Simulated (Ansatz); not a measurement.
Base system: Al in the fcc (Cu type) structure (space group Fm-3m, No. 225; a = 3.9920 Å).

Level of theory: r2SCAN (Ansatz, a quantum-chemistry and plane-wave program; PAW; 500 eV plane waves; no SOC).

Before the change:

The pressure comes out as 0.0 GPa.

Perturbation: an isotropic linear strain of −0.62 %, atoms relaxed at fixed cell.

### Question
How does this affect the pressure?

### Answer
The pressure goes from zero to 1.8 GPa.

### Question
What happens to the energy relative to the base?

### Answer
The energy rises by 1.6 meV/atom.

Stability against distortions was not tested.
